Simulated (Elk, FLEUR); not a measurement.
An Elk input for a self-consistent single point of AlN (F-43m, 2 atoms in the cell) (DFT, PBEsol, all-electron FP-LAPW, Elk's shipped species files, default APW+lo basis):

```
tasks
  0

xctype
  22

rmtscf
  0.83

stype
  0

swidth
  0.0001

maxscl
  100

scale
  5.836674909

avec
    0.0000000000    0.7071067812    0.7071067812
    0.7071067812    0.0000000000    0.7071067812
    0.7071067812    0.7071067812    0.0000000000

atoms
  2
  'Al.in'
  1
  0.0000000000  0.0000000000  0.0000000000    0.0 0.0 0.0
  'N.in'
  1
  0.7500000000  0.7500000000  0.7500000000    0.0 0.0 0.0

ngridk
  7 7 7
```

Task: Translate this input to FLEUR.

Result: This is the input that was run; spellings and numerical settings could be chosen otherwise.

Input of the input generator:

```
AlN crystal
&input film=f /
-0.0000000000 2.1839950000 2.1839950000
2.1839950000 -0.0000000000 2.1839950000
2.1839950000 2.1839950000 -0.0000000000
1.8897261246
1.0 1.0 1.0

2
13 0.0000000000 0.0000000000 0.0000000000
7 0.7500000000 0.7500000000 0.7500000000

&comp jspins=1 /
&exco xctyp='PBEs' /
&kpt div1=7 div2=7 div3=7 /
&end /
```

```xml
<?xml version="1.0" encoding="UTF-8" standalone="no"?>
<fleurInput fleurInputVersion="0.39">
   <comment>
      AlN crystal                                                                                         
   </comment>
   <calculationSetup>
      <cutoffs Kmax="4.5" Gmax="18.0" GmaxXC="18.0" numbands="0"/>
      <scfLoop itmax="80" minDistance="0.00001" maxIterBroyd="99" imix="Anderson" alpha="0.05" precondParam="0.0" spinf="2.0"/>
      <coreElectrons ctail="T" frcor="F" kcrel="0" coretail_lmax="0"/>
      <xcFunctional name="PBEs" relativisticCorrections="F"/>
      <magnetism jspins="1"/>
      <soc l_soc="F" theta="0.0" phi="0.0" spav="F"/>
      <expertModes spex="0" secvar="F"/>
      <geometryOptimization l_f="T" forcealpha="1.0" forcemix="BFGS" epsdisp="0.00001" epsforce="0.00001"/>
      <ldaU l_linMix="F" mixParam="0.05" spinf="1.0"/>
   </calculationSetup>
   <cell>
      <bzIntegration valenceElectrons="8.0" mode="hist" fermiSmearingEnergy="0.0001">
         <kPointListSelection listName="default-1"/>
         <!-- k-points included here -->
         <xi:include xmlns:xi="http://www.w3.org/2001/XInclude" href="kpts.xml"> </xi:include>
      </bzIntegration>
      <!-- symmetry operations included here -->
      <xi:include xmlns:xi="http://www.w3.org/2001/XInclude" href="sym.xml"> </xi:include>
      <bulkLattice scale="1.0">
         <bravaisMatrix>
            <row-1>    0.0000000000000000     4.1271524074957764     4.1271524074957764</row-1>
            <row-2>    4.1271524074957764     0.0000000000000000     4.1271524074957764</row-2>
            <row-3>    4.1271524074957764     4.1271524074957764     0.0000000000000000</row-3>
         </bravaisMatrix>
      </bulkLattice>
   </cell>
   <atomSpecies>
      <species name="Aluminum (Al)" element="Al" atomicNumber="13">
         <mtSphere radius="1.79" gridPoints="619" logIncrement="0.018"/>
         <atomicCutoffs lmax="8" lnonsphr="6"/>
         <electronConfig flipSpins="F">
            <coreConfig>(1s1/2) (2s1/2) (2p1/2) (2p3/2)</coreConfig>
            <valenceConfig>(3s1/2) (3p1/2) (3p3/2)</valenceConfig>
            <stateOccupation state="(3p1/2)" spinUp="0.1666666666667" spinDown="0.1666666666667"/>
            <stateOccupation state="(3p3/2)" spinUp="0.3333333333333" spinDown="0.3333333333333"/>
         </electronConfig>
         <energyParameters s="3" p="3" d="3" f="4"/>
      </species>
      <species name="Nitrogen (N)" element="N" atomicNumber="7">
         <mtSphere radius="1.55" gridPoints="537" logIncrement="0.02"/>
         <atomicCutoffs lmax="6" lnonsphr="4"/>
         <electronConfig flipSpins="F">
            <coreConfig>(1s1/2)</coreConfig>
            <valenceConfig>(2s1/2) (2p1/2) (2p3/2)</valenceConfig>
            <stateOccupation state="(2p1/2)" spinUp="0.5" spinDown="0.5"/>
            <stateOccupation state="(2p3/2)" spinUp="1.0" spinDown="1.0"/>
         </electronConfig>
         <energyParameters s="2" p="2" d="3" f="4"/>
      </species>
   </atomSpecies>
   <atomGroups>
      <atomGroup species="Aluminum (Al)">
         <relPos label="                   1">.0000000000 .0000000000 .0000000000</relPos>
         <force calculate="T" relaxXYZ="TTT"/>
      </atomGroup>
      <atomGroup species="Nitrogen (N)">
         <relPos label="                   2">-1.000/4.000 -1.000/4.000 -1.000/4.000</relPos>
         <force calculate="T" relaxXYZ="TTT"/>
      </atomGroup>
   </atomGroups>
   <output dos="F" band="F" slice="F">
      <checks vchk="F" cdinf="F"/>
      <bandDOS minEnergy="-.5*Htr" maxEnergy="0.5*Htr" sigma="0.015" storeEVData="T"/>
      <vacuumDOS vacdos="F" integ="F" star="F" nstars="0" locx1="0.0" locy1="0.0" locx2="0.0" locy2="0.0" nstm="0" tworkf="0.0"/>
      <unfoldingBand unfoldBand="F" supercellX="1" supercellY="1" supercellZ="1"/>
      <plotting iplot="0" polar="F">
         <plot TwoD="T" vec1="  1.0  0.0  0.0" vec2="  0.0  1.0  0.0" vec3="  0.0  0.0  1.0" zero="  0.0  0.0  0.0" file="plot"/>
      </plotting>
      <chargeDensitySlicing numkpt="0" minEigenval="0.0" maxEigenval="0.0" nnne="0" pallst="F"/>
      <specialOutput eonly="F"/>
      <magneticCircularDichroism mcd="F" energyLo="-10.0" energyUp="0.0"/>
   </output>
  <!-- We include the file relax.xml here to enable relaxations (see documentation) -->
  <xi:include xmlns:xi="http://www.w3.org/2001/XInclude" href="relax.xml"> <xi:fallback/> </xi:include>
</fleurInput>
```

Basis settings and potentials, where a program has them, do not carry over. This input uses DFT, PBEsol, all-electron FLAPW (FLEUR), scalar-relativistic valence. Both were run: gap on the mesh 3.469 eV in Elk and 3.504 in FLEUR.

On Elk: the starting cell comes from a database of computed structures (which also holds hypothetical and non-ambient phases and stackings), without a prior relaxation at this level. Values depend on the basis (sphere radii, cutoffs, local orbitals), which need not be converged.

On FLEUR: the starting cell comes from a database of computed structures (which also holds hypothetical and non-ambient phases and stackings), without a prior relaxation at this level. Values depend on the basis (sphere radii, cutoffs, local orbitals), which need not be converged.
